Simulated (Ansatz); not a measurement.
Response to strain in KI

Take KI in the CsCl type structure (space group Pm-3m, No. 221; a = 4.292 Å; a model cell, its experimental status unchecked) as the base. Axes: x, y, z lie along the cube axes.

Strains are applied to the cell and any free atomic positions relax; under biaxial strain the out-of-plane vector relaxes too.

Level of theory: Ansatz (an electronic-structure program), r2SCAN, PAW, cutoff 500 eV, without spin-orbit coupling.

Candidates:
(a) biaxial strain +1.07 %, plane normal [111], relaxed out of plane
(b) isotropic strain +5.38 %
(c) isotropic strain +1.79 %
(d) strain tensor (xx, yy, zz, yz, xz, xy) = (−1.85, −1.56, +2.55, −1.95, −0.54, +1.83) %
(e) tensor shear ε_xy = +3.53 %

Notes on the quantities. energy relative to the base: free energy F.

Order them by energy relative to the base, lowest first.

(a) biaxial strain +1.07 %, plane normal [111], relaxed out of plane (+0.5 meV/atom), (e) tensor shear ε_xy = +3.53 % (+2.4 meV/atom), (c) isotropic strain +1.79 % (+4.8 meV/atom), (d) strain tensor (xx, yy, zz, yz, xz, xy) = (−1.85, −1.56, +2.55, −1.95, −0.54, +1.83) % (+6.3 meV/atom), (b) isotropic strain +5.38 % (+38 meV/atom)

Whether these cells are dynamically stable was not tested. This is not the structure that KI has at room temperature and ambient pressure.
